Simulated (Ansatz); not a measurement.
An Ansatz (a quantum-chemistry and plane-wave program) run: TiB2 with a change (isotropic strain +2.50 %); LDA, PAW, 420 eV (Ansatz; without spin-orbit coupling).

Input:

Ansatz 0.2 input:
```yaml
crystal:
  lattice:
    - [3.068768433, 0, 0]
    - [-1.5343842165, 2.6576314213, 0]
    - [0, 0, 3.2385221396]
  atoms:
    - { symbol: Ti, position: [0, 0, 0] }
    - { symbol: B, position: [0.6666666667, 0.3333333333, 0.5] }
    - { symbol: B, position: [0.3333333333, 0.6666666667, 0.5] }
basis: { ecutwfc: 420, ecutrho_ratio: 4, xc_grid: 2, fft_grid_basis: typed }
kpoints: { mp_grid: { grid: [13, 13, 10] } }
hamiltonian:
  xc: lda
  dispersion: none
  pseudopotentials: { kind: paw }
scf: { occupations: { method: fermi_dirac, width: 0.05 }, convergence: { dr2_threshold: 0.0000000003 } }
relax: { f_tol: 0.005, max_steps: 50 }
output: { forces: true, stress: true }
checkpoint: { write: state.ck, write_every: 1000 }
```

Output:

```
Relaxation: its limit of steps is 50 (relax.max_steps)
WARN ansatz: RAYON_NUM_THREADS=1 ignored (pool sized by the plan → 1); use --threads N
Pseudopotentials: kind: paw
Pseudopotential: Ti, paw, valence charge 12
Pseudopotential: B, paw, valence charge 3
Functional definition: SPW92
Crystal: 3 atoms, lattice volume = 26.412 Å³
Basis set: ecut = 420 eV, 527 PW (Γ), exchange–correlation on 48×48×48 points (8 copies of the dense FFT grid, shifted against one another)
Bands: 13, of which v1, the nominal top of the filled ones, is band 9 counted from 1 (8 counted from 0)
Symmetry: 24 space group operations
Space group: P6/mmm (ITA 191), of the structure as read, at distance tolerance 3.0e-5 Å
k-points: 126 of 1690
PAW frozen core: Ti, regenerated for the run's functional, and the local potential with it
PAW frozen core: B, regenerated for the run's functional, and the local potential with it
Initial density: superposition of atomic densities (neutral atoms: chi_scale 0, normalization atom), corrected by the library's trained network
Initial wavefunctions: pseudopotential atomic-orbital guess
Eigensolver: davidson
Functional: x = slater, c = lda
SCF iter   1: F=—  HF=-2753.193290 eV  |F-HF|=—  |Δ(HF+E_count)|=         —  Δρ=5.64e-3  dr2=4.44e-3  ethr=1.77e-3  ⟨swp⟩=4.4  Hψ=7774  notcnv=0
all-band conjugate gradients solve this SCF's bands
preconditioner: auto → none
SCF iter   2: F=—  HF=-2753.192169 eV  |F-HF|=—  |Δ(HF+E_count)|=   1.12e-3  Δρ=3.06e-3  dr2=1.93e-3  ethr=2.47e-5  ⟨swp⟩=2.3  Hψ=3392  notcnv=0
SCF iter   3: F=—  HF=-2753.191697 eV  |F-HF|=—  |Δ(HF+E_count)|=   4.71e-4  Δρ=4.09e-4  dr2=2.88e-5  ethr=1.07e-5  ⟨swp⟩=2.1  Hψ=2271  notcnv=0
SCF iter   4: F=—  HF=-2753.191693 eV  |F-HF|=—  |Δ(HF+E_count)|=   4.11e-6  Δρ=3.55e-5  dr2=2.07e-7  ethr=1.60e-7  ⟨swp⟩=1.3  Hψ=1778  notcnv=0
SCF iter   5: F=—  HF=-2753.191692 eV  |F-HF|=—  |Δ(HF+E_count)|=   1.10e-6  Δρ=5.75e-6  dr2=5.07e-9  ethr=1.15e-9  ⟨swp⟩=2.3  Hψ=2667  notcnv=0
SCF iter   6: F=-2753.191692 eV  HF=-2753.191692 eV  |F-HF|=1.10e-10  |Δ(HF+E_count)|=  3.58e-10  Δρ=6.73e-7  dr2=1.45e-10  ethr=1.67e-12  ⟨swp⟩=4.3  Hψ=5513  notcnv=0
SCF 1 converged in 6 iterations: F = -2753.191692 eV  dr2 = 1.45e-10
relax step   1: F+E_penalty+E_count = -2753.19169205 eV  Δ(F+E_penalty+E_count) = +0.000e0 eV  max|allowed force component| = 2.899e-16 eV/Å  Δτ_max = 0.0000 Å  (6 SCF iters, accepted)
the relaxation is at rest under the 24 symmetry operations that the run kept from its start: a minimum is not shown …
SCF converged after 6 iterations
Free energy (F): -2753.191692 eV
Harris-Foulkes:  -2753.191692 eV  (|F-HF|=1.10e-10)
Internal energy: -2753.188159 eV  (E = F + TS)
E sigma→0 (E₀):  -2753.189926 eV
Entropy (-TS):   -0.003533 eV (-1.178 meV/atom)
Fermi energy:    14.425899 eV
--- Per-component energies (eV) ---
  E_band       = -103.484709
  E_kinetic    = 373.529613
  E_local      = -810.016080  (includes V_loc(G=0)·N_el)
  E_nonlocal   = 33.650556
  E_hartree    = 338.951932
  E_xc         = -163.230797
  E_vxc        = -201.187910  (∫ρ·V_xc dr)
  E_paw        = -1143.775917  (= ΣΔE_a)
  E_vpaw       = -177.364618  (= ΣTr[D̂ρ^β])
  E_aug_tail   = 0.000075  (compensation charges beyond the density's cutoff)
  E_ewald      = -1382.715160
  E_core_change = 0.417619  (= ΣΔE_core)
  E_smearing   = -0.003533  (= −TS)
  E_closure    = -0.000000  (closes the sum)
  Σ components = -2753.191692   (vs F -2753.191692, Δ=0.00e0)
  [band-id]    e_kinetic+e_local+e_nonlocal+2·e_hartree+e_vxc+e_vpaw+e_augmentation_tail = -103.484500   (vs E_band -103.484709, Δ=2.09e-4)
--- Forces (eV/Å), atoms counted from 1 ---
  atom   1  Ti     0.00000000     0.00000000     0.00000000
  atom   2  B      0.00000000     0.00000000     0.00000000
  atom   3  B     -0.00000000    -0.00000000     0.00000000
  max |Σ_I F_I| component: 1.85e-17 eV/Å
--- Stress (GPa, compression-positive) ---
      -19.316414       0.000000      -0.000000
        0.000000     -19.316414      -0.000000
       -0.000000      -0.000000     -15.586450
  P = ⅓ Tr σ = -18.0731 GPa (-180.731 kbar)
  The stress holds the Pulay correction. Without it, at fixed plane waves, as pw.x and ABINIT print it: P = -18.3448 GPa
  The stress includes an estimate of the error left by incomplete SCF convergence (largest component -0.0004 GPa).
--- Band table ---
  band table: none
--- Relaxed structure (1 steps of the walk, 1 accepted, 0 SCFs on fresh bases) ---
  F+E_penalty+E_count = -2753.19169205 eV   max|allowed force component| = 2.899e-16 eV/Å
  atoms:
    - { symbol: Ti, position: [0.0, 0.0, 0.0] }
    - { symbol: B, position: [0.6666666666666667, 0.33333333333333337, 0.5] }
    - { symbol: B, position: [0.33333333333333337, 0.6666666666666667, 0.5] }
```

A case with no gap was solved on a k-mesh chosen for an insulator, which is coarse for it. No phonon test of stability was made. The final runs are not spin-polarised. The cell was made from TiB2 (space group P6/mmm, No. 191) by this change: isotropic strain +2.50 %.
